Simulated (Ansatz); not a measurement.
Ansatz (a quantum-chemistry and plane-wave program) run on Lu₂C (R-3m, 3 atoms in the cell): relaxation of cell and atoms.

Method of the run: PBEsol, PAW files made with PBE (plane waves; Ansatz).

```yaml
crystal:
  lattice:
    - [1.74726, 1.00878, 5.83768]
    - [-1.74726, 1.00878, 5.83768]
    - [0.00000, -2.01756, 5.83768]
  atoms:
    - { symbol: Lu, position: [0.24083, 0.24083, 0.24083] }
    - { symbol: Lu, position: [0.75917, 0.75917, 0.75917] }
    - { symbol: C, position: [0.50000, 0.50000, 0.50000] }
```

Reference input (self-consistent single point, DFT, PBEsol, plane waves, PAW files made with PBE): kpoints.mp_grid.grid = 9 9 9; hamiltonian.xc = pbesol; hamiltonian.pseudopotentials = {kind: paw} (the program's default PAW files); scf.occupations.method = gaussian; scf.occupations.width = 0.1 eV. This run's input differs from it in these lines:

```diff
@@ -22,2 +22,4 @@
     width: 0.1
+relax:
+  cell: {}
 output:
```

Output (repeated stretches shortened):

```
   [... SCF lines of the steps left out ...]
relax step   1: F+E_penalty+E_count = -29472.00345973 eV  Δ(F+E_penalty+E_count) = +0.000e0 eV  max|allowed force component| = 3.777e-2 eV/Å  Δτ_max = 0.0000 Å  P = -2.479 GPa  Ω = 61.737 Å³  (11 SCF iters, dr2 threshold 1.00e-7 eV, accepted)
relax step   2: F+E_penalty+E_count = -29471.85929917 eV  Δ(F+E_penalty+E_count) = +1.442e-1 eV  max|allowed force component| = 1.267e0 eV/Å  Δτ_max = 0.1098 Å  P = +3.332 GPa  Ω = 55.494 Å³  energy of the carried Pulay correction = +4.044e-3 eV  (9 [...]
   [... lines left out ...]
relax step   7: F+E_penalty+E_count = -29472.01936872 eV  Δ(F+E_penalty+E_count) = -1.862e-5 eV  max|allowed force component| = 2.921e-5 eV/Å  Δτ_max = 0.0001 Å  P = +0.001 GPa  Ω = 59.793 Å³  energy of the carried Pulay correction = +1.500e-5 eV  [...]
relax step   8: F+E_penalty+E_count = -29472.01935540 eV  Δ(F+E_penalty+E_count) = +1.332e-5 eV  max|allowed force component| = 3.766e-5 eV/Å  Δτ_max = 0.0000 Å  P = +0.000 GPa  Ω = 59.793 Å³  stress off target by 6.02e-4 GPa  SCF on the basis [...]
basis re-selected at this cell: Δ(F+E_penalty+E_count) = +1.332e-5 eV, ΔP = -0.000 GPa vs the last step
the relaxation is at rest under the 12 symmetry operations that the run kept from its start: a minimum is not shown …
Stability not checked: this state was not tested for a lower state beside it, because too few of the mixer's solves of this state at the end of the SCF gave a …
Free energy (F): -29472.019355 eV
Internal energy: -29472.005571 eV  (E = F + TS)
   [... lines left out ...]
Fermi energy:    13.964141 eV
  cell:  # Å, volume = 59.7928 Å³
   [... lines left out ...]
    - [-1.725539130138622, 0.9962404812827662, 5.797071259938614]
    - [-5.450534303219975e-34, -1.9924809625655324, 5.797071259938614]
  atoms:
    - { symbol: Lu, position: [0.24142219448993854, 0.24142219448993854, 0.24142219448993854] }
    - { symbol: Lu, position: [0.7585778055100618, 0.7585778055100618, 0.7585778055100618] }
    - { symbol: C, position: [0.5000000000000001, 0.5000000000000001, 0.5000000000000001] }
```

The run converged. 

Summary of the result:
```
Property                                                                                                                Value
-----------------------------------------------  ----------------------------------------------------------------------------
Free energy E − TS (on the zero of these files)                                                                -29472.0194 eV
Fermi level (on the code's own zero)                                                                                 13.96 eV
Pressure                                                                                                             0.00 GPa
Final cell                                       a = 6.1299 Å, b = 6.1299 Å, c = 6.1299 Å, α = 32.70°, β = 32.70°, γ = 32.70°
Final volume per atom                                                                                                19.93 Å³
Relaxation steps                                                                                                            8
```

The starting cell comes from a database of computed structures (which also holds hypothetical and non-ambient phases and stackings), without a prior relaxation at this level. The relaxation keeps the symmetry of its start, so its end need not be a minimum. Ansatz's pressure includes its estimate of the finite-basis (Pulay) stress.

Cost on one core of a shared machine: roughly 50 s.

Keys are those of Ansatz 0.2.
